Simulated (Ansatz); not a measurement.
Base system: SrAlSi (space group P-6m2, No. 187; a cell from a computed database, its experimental status unchecked; relaxed with 0.1 eV smearing).

```
CELL_PARAMETERS angstrom
      4.24175     0.00000     0.00000
     -2.12088     3.67346     0.00000
      0.00000     0.00000     4.64128
ATOMIC_POSITIONS crystal
  Sr 0.00000 0.00000 0.00000
  Al 0.66667 0.33333 0.50000
  Si 0.33333 0.66667 0.50000
```

Cartesian axes are those of the cell as printed.

The values are results of PBEsol (Ansatz, a first-principles code; PAW; 420 eV plane waves; no spin-orbit coupling), not measurements.

Base values:

The shortest interatomic distance is 2.449 Å.

Modification: a pure shear with ε_xz = ε_zx = -0.0317; the atoms relax in the strained cell.

### Question
Estimate the effect on the energy relative to the base, stress and shortest interatomic distance.

### Answer
The energy rises by 13 meV/atom; the stress (xx, yy, zz, yz, xz, xy; compression positive) comes out as (0.3, 0.1, 0.4, 0.0, 2.6, 0.0) GPa; the shortest interatomic distance stays 2.449 Å.

Stability against distortions was not tested. The final runs are not spin-polarised. An odd electron count without spin: SrAlSi.
